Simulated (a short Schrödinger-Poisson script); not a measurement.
System: gated Al0.33Ga0.67As/GaAs δ-doped gas, at 20 K.

```csv
layer,material,thickness (nm),Na (cm⁻³)
1,Al0.33Ga0.67As,20,-
2,Al0.33Ga0.67As,20,-
3,GaAs,6000,6e15
```

The device is made up for the run: typed textbook-type constants, with dimensions and the other settings drawn at random. Al0.33Ga0.67As: permittivity 11.96, conduction-band edge (eV) 0.261, gap (eV) 1.836, electron mass (mₑ) 0.0944, Nv at 300 K (cm⁻³) 9e18. GaAs: permittivity 12.9, conduction-band edge (eV) 0, gap (eV) 1.424, Nv at 300 K (cm⁻³) 9e18.

Channel valleys (confinement mass, in-plane density-of-states mass, number): Γ 0.067, 0.067, 1. At the gate the conduction-band edge of layer 1 lies 1.01 eV − eVg above the Fermi level of the channel; the field vanishes at the back. Sheet of ionised δ-doping: +2.4e12 e/cm² at 20 nm from the gate. The barrier under the gate holds no holes. Gaps are held at their typed values at every temperature. Mesh 0.08 nm at interfaces.

From a short Schrödinger-Poisson script (our own, NumPy): 1D Poisson equation in equilibrium, electrons quantum, Hartree (BenDaniel-Duke, 40 states a valley, the channel's in-plane mass for all, wave functions free to enter the barrier), parabolic valleys, classical holes, full ionisation, no traps, pinning or gate leakage.

### Question
List the lowest subbands of each valley and their electrons at Vg = 0.5 V.

### Answer
```
valley  subband  energy from the Fermi level (meV)  electrons (cm⁻²)  share (%)
------  -------  ---------------------------------  ----------------  ---------
Γ             0                              -11.2           3.12e11      100.0
Γ             1                               31.5             < 1e6        0.0
Γ             2                               34.2             < 1e6        0.0
```

All electrons: 3.12e11 cm⁻².
